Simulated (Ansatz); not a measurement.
The reference is ZnSe in the zinc blende structure (space group F-43m, No. 216; a = 5.568 Å). Axes: x, y, z lie along the cube axes.

The values are results of LDA in Ansatz (plane waves to 420 eV, PAW, without spin-orbit coupling), not measurements.

Strains are applied to the cell and any free atomic positions relax.

One change was made to it. Results:

The valence-band top at Γ (three highest levels, from the VBM) goes from 0.00, 0.00, 0.00 eV to 0.00, 0.00, -0.12 eV; the energy rises by 5.8 meV/atom; the valley order (the lowest conduction-band minima on the path, energy above the VBM, named in the base's zone) becomes Γ 1.09 eV; L along [111] 2.35 eV (base: Γ 1.25 eV; L along ⟨111⟩ 2.45 eV; X along ⟨100⟩ 2.69 eV).

### Question
Name the change that was made.
A) uniaxial strain ε_zz = +1.50 %
B) uniaxial strain ε_zz = −0.50 %
C) uniaxial strain ε_zz = +3.00 %

### Answer
C, uniaxial strain ε_zz = +3.00 %. For comparison, the valley order in the other runs: uniaxial strain ε_zz = +1.50 % gives Γ 1.17 eV; L along [111] 2.40 eV; uniaxial strain ε_zz = −0.50 % gives Γ 1.26 eV; L along [1-11] 2.44 eV; X along [001] 2.65 eV; X along [100] 2.68 eV.

The levels and masses belong to the bands next to the band gap. Whether these cells are dynamically stable was not tested.

Ansatz is a program for electronic structure.
